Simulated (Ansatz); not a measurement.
In vacancy in zinc-blende InAs (start: the In site; 64-site cell, 2×2×2 shifted sampling), As-rich (Δμ(In) = -0.48 eV; only phases computed here count, gases as isolated molecules at 0 K). The numbers are results of PBE, PAW (plane waves to 420 eV; Ansatz, a first-principles code), not measurements. In charge state 0 (moment 1.0 μB) the formation energy is 2.71 eV. The crystal has 1.69 × 10^22 In sites per cm³. Reference phases: tetragonal indium.

Q: Estimate the equilibrium concentration at 1100 K in the dilute limit, leaving out vibrational entropy and degeneracy.

A: kT = 0.0948 eV; c = N exp(−E_f / kT) = 1.69 × 10^22 × exp(−28.6) ≈ 6 × 10^9 cm^-3. An error of 0.2 eV in E_f moves this by a factor of 8.
